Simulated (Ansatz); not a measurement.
Density of states of GaS (P6_3/mmc) below the valence band maximum, Ansatz (a program for electronic structure) with PBEsol+D3BJ, rigid bands; cell volume 162.8 Å³.

| energy from edge (eV) | 10⁻³ states/eV/cell |
|---|---|
| 0.006 | 63.3 |
| 0.031 | 153 |
| 0.056 | 209 |
| 0.081 | 257 |
| 0.106 | 298 |
| 0.131 | 333 |
| 0.156 | 366 |
| 0.181 | 397 |
| 0.206 | 435 |
| 0.231 | 459 |
| 0.256 | 487 |
| 0.281 | 516 |
| 0.319 | 557 |
| 0.344 | 586 |
| 0.369 | 617 |
| 0.394 | 644 |
| 0.419 | 670 |
| 0.444 | 697 |
| 0.469 | 729 |
| 0.494 | 757 |
| 0.519 | 790 |
| 0.544 | 826 |
| 0.569 | 856 |
| 0.594 | 892 |

What effective density of states at 300 K does this give (∫ g(E) exp(−E/k_BT) dE, both spins, divided by the cell's size)?

2.0e19 cm⁻³, a density-of-states mass of 0.85 mₑ, valleys and band degeneracy included.

Spin-orbit coupling is left out; where it splits the top of the valence band, N_v and the p-type Seebeck coefficient come out somewhat high without it. Geometry: cell and atoms relaxed with PBEsol+D3(BJ).

Formula and space group known from diffraction (Crystallography Open Database), not checked to be the room-temperature form: GaS (P6_3/mmc). PBEsol with a dispersion correction tends to overbind, so the cell can be several per cent short, in bad cases over ten, which usually narrows a gap: GaS (P6_3/mmc).
